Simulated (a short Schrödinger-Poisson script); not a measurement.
Stack: gated In0.52Al0.48As/In0.53Ga0.47As δ-doped gas in a quantum well, at 20 K.

```
layer        material  thickness (nm)  Na (cm⁻³)
-----  --------------  --------------  ---------
1      In0.52Al0.48As              20          -
2      In0.52Al0.48As              10          -
3      In0.53Ga0.47As              10          -
4      In0.52Al0.48As            4000       7e14
```

The device is made up for the run: typed textbook-type constants, with dimensions and the other settings drawn at random. In0.52Al0.48As: permittivity 12.5, conduction-band edge (eV) 0.52, gap (eV) 1.45, electron mass (mₑ) 0.075, Nv at 300 K (cm⁻³) 1.1e19. In0.53Ga0.47As: permittivity 13.9, conduction-band edge (eV) 0, gap (eV) 0.74, Nv at 300 K (cm⁻³) 7.7e18.

Channel valleys (confinement mass, in-plane density-of-states mass, number): Γ 0.041, 0.041, 1. At the gate the conduction-band edge of layer 1 lies 0.65 eV − eVg above the Fermi level of the channel; the field vanishes at the back. Sheet of ionised δ-doping: +3e12 e/cm² at 20 nm from the gate. The barrier under the gate holds no holes. Gaps are held at their typed values at every temperature. Mesh 0.08 nm at interfaces.

Solved with a short Schrödinger-Poisson script written for these runs: 1D Poisson equation in equilibrium, electrons quantum, Hartree (BenDaniel-Duke, 40 states a valley, the channel's in-plane mass for all, wave functions free to enter the barrier), parabolic valleys, classical holes, full ionisation, no traps, pinning or gate leakage.

List the lowest subbands of each valley and their electrons at Vg = 0.4 V.


| valley | subband | energy from the Fermi level (meV) | electrons (cm⁻²) | share (%) |
|---|---|---|---|---|
| Γ | 0 | -114.5 | 1.96e12 | 100.0 |
| Γ | 1 | 31.9 | < 1e6 | 0.0 |
| Γ | 2 | 36.5 | < 1e6 | 0.0 |

All electrons: 1.96e12 cm⁻².
